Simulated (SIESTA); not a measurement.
A self-consistent single point of TiAl (P4/mmm, 2 atoms in the cell) with SIESTA.

Method of the run: GGA PBE, numerical atomic orbitals TZP, PseudoDojo PBE standard norm-conserving potentials (rewritten from UPF to PSML) (SIESTA 5.4.2).

The change in words: lattice scaled by 0.98. Reference geometry:
```xyz
2
Lattice="2.7762 0.0000 0.0000 0.0000 2.7762 0.0000 0.0000 0.0000 4.0164" Properties=species:S:1:pos:R:3 pbc="T T T"
Ti     1.3881     1.3881     2.0082
Al     0.0000     0.0000     0.0000
```

Reference input (self-consistent single point, DFT, GGA PBE, numerical atomic orbitals TZP, PseudoDojo PBE standard norm-conserving potentials (rewritten from UPF to PSML)): XC.functional = GGA; XC.authors = PBE; potentials = PseudoDojo PBE standard; PAO.BasisSize = TZP; PAO.EnergyShift = 0.005 Ry; MeshCutoff = 400 Ry; kgrid.MonkhorstPack = 12 12 8; OccupationFunction = FD; ElectronicTemperature = 100 meV; MaxSCFIterations = 150; SCF.Mixer.Method = Pulay; SCF.Mixer.Weight = 0.25. This run's input differs from it in these lines:

```diff
@@ -10,3 +10,3 @@
 %endblock ChemicalSpeciesLabel
-LatticeConstant              2.776178 Ang
+LatticeConstant              2.720654 Ang
 %block LatticeVectors
@@ -14,3 +14,3 @@
      0.000000000    1.000000000    0.000000000
-     0.000000000    0.000000000    1.446738286
+     0.000000000    0.000000000    1.446738542
 %endblock LatticeVectors
@@ -18,3 +18,3 @@
 %block AtomicCoordinatesAndAtomicSpecies
-     1.388089000    1.388089000    2.008201500  1
+     1.360327000    1.360327000    1.968037500  1
      0.000000000    0.000000000    0.000000000  2
```

Output (repeated stretches shortened):

```
        iscf     Eharris(eV)        E_KS(eV)     FreeEng(eV)     dDmax    Ef(eV) dHmax(eV)
   scf:    1    -1660.305629    -1677.613099    -1677.660194  1.711807 -6.376505  5.713494
   scf:    2    -1678.712381    -1678.439719    -1678.490060  0.222988 -6.922459  0.847513
   scf:    3    -1678.517593    -1678.481206    -1678.533123  0.080944 -6.965454  0.465733
   scf:    4    -1678.507266    -1678.498192    -1678.552365  0.090573 -7.019356  0.022630
   scf:    5    -1678.499205    -1678.498720    -1678.552527  0.009158 -7.024830  0.012430
   scf:    6    -1678.498668    -1678.498694    -1678.552530  0.000454 -7.025336  0.006463
   scf:    7    -1678.498644    -1678.498669    -1678.552532  0.000913 -7.025986  0.000904
   scf:    8    -1678.498668    -1678.498669    -1678.552532  0.000134 -7.026436  0.002808
   scf:    9    -1678.498672    -1678.498671    -1678.552532  0.000061 -7.026187  0.000490
SCF Convergence by DM+H criterion
max |DM_out - DM_in|         :     0.0000614713
max |H_out - H_in|      (eV) :     0.0004904730
SCF cycle converged after 9 iterations

Using DM_out to compute the final energy and forces

siesta: E_KS(eV) =            -1678.4987

siesta: E_KS - E_eggbox =     -1678.4987

siesta: Atomic forces (eV/Ang):
     1    0.000000    0.000000   -0.000000
     2    0.000000    0.000000    0.000000
   Tot    0.000000    0.000000    0.000000
   Max    0.000000
   Res    0.000000    sqrt( Sum f_i^2 / 3N )
   Max    0.000000    constrained

Stress tensor Voigt[x,y,z,yz,xz,xy] (kbar):     -155.12     -155.12     -148.33       -0.00        0.00       -0.00
(Free)E + p*V (eV/cell)    -1675.7729
Target enthalpy (eV/cell)    -1678.5525

siesta: Program's energy decomposition (eV):
siesta: FreeEng =     -1678.552532

   [... lines left out ...]
siesta:    -0.096817   -0.000000   -0.000000
siesta:    -0.000000   -0.096817    0.000000
siesta:     0.000000   -0.000000   -0.092582

siesta: Cell volume =         29.134663 Ang**3

siesta: Pressure (static):
siesta:                Solid            Molecule  Units
siesta:           0.00103910          0.00103910  Ry/Bohr**3
siesta:           0.09540563          0.09540563  eV/Ang**3
siesta:         152.85666631        152.85666909  kBar
```

The run converged in 9 iterations. Against the reference run the free energy goes up by 59.0 meV/atom and the pressure goes from 6.11 to 15.29 GPa.

The starting cell comes from a database of computed structures (which also holds hypothetical and non-ambient phases and stackings), without a prior relaxation at this level. Its lattice was rescaled by a random factor within 2.5 % of one. For this run, on top of that: lattice scaled by 0.98. Spin polarisation is off. Values carry the incompleteness of an atom-centred basis. With a pressure of about 15 GPa the cell is away from its equilibrium volume at this level.

Cost on one core of a shared machine: roughly 2 min.
